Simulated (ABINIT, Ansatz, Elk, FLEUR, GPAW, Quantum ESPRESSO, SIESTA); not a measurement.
## One structure in several programs: KNaCl₂ (R-3m, 4 atoms in the cell)

Self-consistent single point.

```
CELL_PARAMETERS angstrom
      2.08632     1.20454     6.94949
     -2.08632     1.20454     6.94949
      0.00000    -2.40908     6.94949
ATOMIC_POSITIONS crystal
  K  0.50000 0.50000 0.50000
  Na 0.00000 0.00000 0.00000
  Cl 0.74047 0.74047 0.74047
  Cl 0.25953 0.25953 0.25953
```

All programs got the same cell, k-point mesh and kind of occupations (some realise fixed ones as a very narrow smearing) (in Ansatz's words: kpoints.mp_grid.grid = 8 8 8; scf.occupations.method = fixed); potentials, basis and cutoffs are each program's usual ones.

| code | model | pressure (GPa) | largest force (eV/Å) | gap on the mesh (eV) | k-points | cutoff |
|---|---|---|---|---|---|---|
| Ansatz | LDA (PW92), PAW files made with PBE | -1.97 | 0.064 | 4.691 | 65 | default |
| FLEUR | LDA (Vosko-Wilk-Nusair), all-electron FLAPW (FLEUR), scalar-relativistic valence | – | – | 4.802 | 65 | Kmax 4 1/bohr |
| SIESTA | LDA PW92, numerical atomic orbitals DZP, PseudoDojo LDA standard norm-conserving potentials (rewritten from UPF to PSML) | -1.99 | 0.009 | 4.627 | 296 | grid 400 Ry |
| Quantum ESPRESSO | LDA (PZ), GBRV 1.5 ultrasoft (LDA) pseudopotentials | -2.34 | 0.073 | 4.685 | 65 | 40 Ry |
| Elk | LDA (PW92), all-electron FP-LAPW, Elk's shipped species files, APW+lo basis with extra local orbitals | – | 0.068 | 4.690 | 65 | rgkmax 8 |
| GPAW | LDA (Perdew-Wang 92), GPAW PAW datasets LDA (gpaw-data 1.0.1) | -1.95 | 0.073 | 4.693 | 65 | 800 eV |
| ABINIT | LDA (PW92), norm-conserving pseudopotentials (PseudoDojo nc-sr-04 LDA standard) | -1.97 | 0.067 | 4.691 | 65 | 44 Ha |

A dash marks a value that a program does not give, or that is left out as unsure.

Gaps are read on the mesh.

The spread over the programs that give each value: pressure within 0.39 GPa; largest force within 0.064 eV/Å; gap on the mesh within 0.175 eV.

The starting cell comes from a database of computed structures (which also holds hypothetical and non-ambient phases and stackings), without a prior relaxation at this level.

Task: Why do the programs differ, and what cannot be compared?

Result: Differences of this kind can come from the potentials, where these differ, and from what each basis and cutoff leave unconverged. The valence holds different numbers of electrons (Ansatz (a quantum-chemistry and plane-wave program) 32, FLEUR 32, SIESTA 32, Quantum ESPRESSO 32, GPAW 30, ABINIT 32). The zero of total energies and Fermi levels follows the potentials and each program's conventions, so they are not compared here. SIESTA uses small atom-centred bases, whose incompleteness enters pressures, forces and empty levels differently from a plane-wave cutoff. FLEUR and Elk treat all electrons, but the usual bases taken here (sphere radii, linearisation, local orbitals, empty states) were not tested for convergence, so the values are no reference for the others. Ansatz's pressure is given at a fixed set of plane waves, as the other plane-wave codes print theirs. The same LDA comes in different parametrisations, which differ slightly. The programs reduce the same mesh by symmetry to different extents, which changes the work and not the result.

Keys are those of Ansatz 0.2.
